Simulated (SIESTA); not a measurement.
## Several settings converged on a (110) slab of NiAl (cut from a parent of space group no. 221; 6 atoms in the cell)

```
CELL_PARAMETERS angstrom
      2.88133     0.00000     0.00000
      0.00000     4.07482     0.00000
      0.00000     0.00000    18.07491
ATOMIC_POSITIONS crystal
  Al 0.50000 0.25000 0.38728
  Ni 0.00000 0.75000 0.38728
  Al 0.50000 0.75000 0.50000
  Ni 0.00000 0.25000 0.50000
  Al 0.50000 0.25000 0.61272
  Ni 0.00000 0.75000 0.61272
```

Base method: LDA PW92, numerical atomic orbitals DZP, PseudoDojo LDA standard norm-conserving potentials (rewritten from UPF to PSML) run with SIESTA 5.4.2.

Base settings: XC.functional = LDA; XC.authors = PW92; potentials = PseudoDojo LDA standard; PAO.BasisSize = DZP; PAO.EnergyShift = 0.005 Ry; MeshCutoff = 400 Ry; kgrid.MonkhorstPack = 5 4 1; OccupationFunction = FD; ElectronicTemperature = 100 meV; MaxSCFIterations = 150.

**The vacuum**

The mesh stays at the base's, so the ladder's end is converged at best in this setting alone.

Only quantities that move along the ladder and can be compared are tabulated; forces are left out, as grid noise moves with the cell.

```csv
vacuum between outermost atoms (Å),free energy less the last step's (meV/atom)
3.0,-300.21
5.0,-33.92
7.0,-0.70
10.0,0.00
14.0,0.02
20.0,-0.01
30.0,0.00
```

Smallest vacuum between outermost atoms (Å) that holds the free energy within 0.5 meV/atom of the last step, with all finer ones: 10.0; the step before is off by 0.70 meV/atom.

**The k-point mesh**

Only quantities that move along the ladder and can be compared are tabulated.

| kgrid.MonkhorstPack | free energy less the last step's (meV/atom) | largest difference of a force vector from the last step's (eV/Å) |
|---|---|---|
| 2 2 1 | 71.48 | 0.201 |
| 3 3 1 | 9.71 | 0.219 |
| 5 3 1 | 4.16 | 0.066 |
| 5 4 1 | 24.95 | 0.154 |
| 7 5 1 | 3.47 | 0.048 |
| 10 7 1 | 0.58 | 0.018 |
| 13 10 1 | 0.15 | 0.006 |
| 29 21 1 | 0.00 | 0.000 |

Coarsest kgrid.MonkhorstPack that holds the free energy within 0.5 meV/atom of the last step, with all finer ones: 13 10 1; the step before is off by 0.58 meV/atom.

Coarsest kgrid.MonkhorstPack that holds the forces within 0.02 eV/Å of the last step, with all finer ones: 10 7 1; the step before is off by 0.048 eV/Å.

**The cutoff of the real-space grid**

The mesh stays at the base's, so the ladder's end is converged at best in this setting alone.

Only quantities that move along the ladder and can be compared are tabulated.

```csv
MeshCutoff,largest difference of a force vector from the last step's (eV/Å)
200 Ry (216 Ry used),0.008
240 Ry (266 Ry used),0.002
280 Ry (300 Ry used),0.001
340 Ry (341 Ry used),0.003
400 Ry (416 Ry used),0.001
480 Ry (485 Ry used),0.003
800 Ry (832 Ry used),0.000
```

Coarsest MeshCutoff that holds the forces within 0.005 eV/Å: not settled: the last two steps still differ by 0.003 eV/Å, over half the tolerance, so the ladder does not show it.

On the base run: the starting cell has typed, rounded lattice constants, without a prior relaxation at this level. The slab is cut from that crystal, and its faces are unrelaxed. Its lattice was rescaled by up to half a per cent. Spin polarisation is off. Values carry the incompleteness of an atom-centred basis. Without a gap this mesh is coarse (it stands for a supercell whose shortest in-plane vector is 14 Å).
